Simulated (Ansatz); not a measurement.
We consider VGe2 (model structure, started from the AlB2 type, P6/mmm, No. 191, 3 atoms in the cell), described by r²SCAN (plane waves, PAW; Ansatz, a quantum-chemistry and plane-wave program).

Run with plane-wave cutoff 560 eV, 18×18×12 k mesh (along the axes of the cell as run), Fermi–Dirac smearing 0.05 eV, spin-polarised with parallel moments, scalar-relativistic PAW data made under PBE.

Cell (relaxed at this level):

```yaml
crystal:
  lattice:
    - [4.54109, 0.00000, 0.00000]
    - [-2.27055, 3.93270, 0.00000]
    - [0.00000, 0.00000, 2.57179]
  atoms:
    - { symbol: V, position: [0.00000, 0.00000, 0.00000], spin: 2.0 }
    - { symbol: Ge, position: [0.33333, 0.66667, 0.50000] }
    - { symbol: Ge, position: [0.66667, 0.33333, 0.50000] }
```

**Question.** Estimate the bulk modulus B0 that the calculation returns.

**Answer.** 
- bulk modulus B0: 106 GPa

The run finds no gap.

Note: the magnetic order was assumed, not searched for or taken from measurement; the bulk modulus is −V dP/dV from two relaxed cells at ±2 % in volume; the moments ended far under their starting size, a low-moment state that need not be the lowest; the relaxation could raise the start's symmetry but not lower it, so the cell can be a saddle point.

Spins in the cell block are starting values.

It cost about 30 core-minutes (a rough figure) of CPU time.

A model structure was made by putting elements into a prototype or built by hand; it is no filed structure, need not be a known phase, and can be a saddle point held by its symmetry.
